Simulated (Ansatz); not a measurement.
The reference is Al in the fcc (Cu type) structure (space group Fm-3m, No. 225; a = 4.0405 Å).

Method: PBE (Ansatz, a program for electronic structure; PAW; 420 eV plane waves; no SOC).

Before the change:

- Volume per atom = 16.49 Å³

Now apply this change: hydrostatic tension (pressure −1 GPa).

Q: What happens to the volume per atom?

A: The volume per atom grows by 0.22 Å³ (16.49 Å³ → 16.71 Å³).

Load acts through the strain it causes; cell and atoms are relaxed under it. Whether these cells are dynamically stable was not tested.
